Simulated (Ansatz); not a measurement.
The starting structures come from a database of crystals and need not be the phases stable at ambient conditions.

By PBEsol, the system below comes out a metal.

Consider the following.

```xyz
1
Lattice="2.9499 0.0000 0.0000 -1.4750 2.5547 0.0000 1.4750 0.8516 2.4086" Properties=species:S:1:pos:R:3 pbc="T T T"
Ta     0.0000     0.0000     0.0000
```

Space group of this cell: Fm-3m, fcc (Cu type). The cell is taken as given; by PBEsol its mean pressure is 0.7 GPa.

Level of theory: PBEsol (plane waves, PAW; Ansatz, a program for electronic structure).

The current runs along the normal of the first two printed vectors; no spin-orbit coupling. Scaled by the factor s: all lengths (ions clamped). The meshes follow the cell: 28×28×28 and 36×36 across at s = 0.98, 28×28×28 and 36×36 across at s = 1.00, 26×26×26 and 36×36 across at s = 1.02.

| s | mean pressure (GPa) | ballistic conductance per area (both spins) (× 10¹⁵ S/m²) |
|---|---|---|
| 0.98 | 14.6 | 1.65 |
| 1.00 | 0.7 | 1.50 |
| 1.02 | -10.2 | ? |

Q: Take the slope of the ballistic conductance per area (both spins) against ln s from the two given rows, extrapolate to s = 1.02, and say what the run there gives.

A: Slope = (1.65 − 1.50) / ln 0.98 = -7.42 × 10¹⁵ S/m². The line gives 1.50 + (-7.42) × ln 1.02 = 1.35 × 10¹⁵ S/m². The run gives 1.42 × 10¹⁵ S/m², 0.07 × 10¹⁵ S/m² over the line, 46 % of the predicted step.
